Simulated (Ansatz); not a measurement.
The decay constant κ of evanescent states in the gap governs leakage through a thin film.

Given:

```
CELL_PARAMETERS angstrom
      3.65402     0.00000     0.00000
      0.00000     3.65402     0.00000
      1.82701    -1.82701     2.58379
ATOMIC_POSITIONS crystal
  Sr 0.50000 0.50000 0.00000
  O  0.00000 0.00000 0.00000
```

Space group of this cell: Fm-3m, rock salt. The cell is taken as given.

Transport runs along the normal of the first two printed cell vectors, the (001) plane of the conventional cell.

No gap correction and no spin-orbit coupling; mid-gap values are interpolated between computed energies.

Task: Estimate the band gap and the smallest decay constant κ at mid-gap that Ansatz (a first-principles code) with r2SCAN returns for this system.

Result: Gap 3.80 eV on a 12×12×12 mesh; κ = 0.290 1/Å, at the zone centre.
